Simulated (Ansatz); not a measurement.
Results of PBEsol-D3(BJ) in Ansatz (plane waves, PAW) for antifluorite Be2C.

Settings: plane-wave cutoff 520 eV, 14×14×14 k mesh, Fermi–Dirac smearing 0.01 eV, scalar-relativistic PAW data made under PBE.

Equation-of-state points:

```tsv
V (Å³/atom)	E − E_lowest (meV/atom)
6.103	17.07
6.233	7.33
6.363	1.76
6.493	0.00
6.623	1.72
6.752	6.61
6.882	14.42
```

Question: What bulk modulus B0 and pressure derivative B′ does a third-order Birch–Murnaghan fit give?

Answer: V0 = 6.492 Å³/atom, B0 = 215 GPa, B′ = 3.5 (fit to the energies at full precision).

Measured, for comparison: equilibrium volume per atom 6.81 Å³/atom (temperature not stated, no zero-point or thermal correction; as tabulated in Freccero, Grin, Wagner, Dalton Trans. (2023), ESI). Computed (rounded) less measured: equilibrium volume per atom -4.7 %.

Static lattice: no zero-point or thermal effects.

Ansatz is a program for electronic structure.
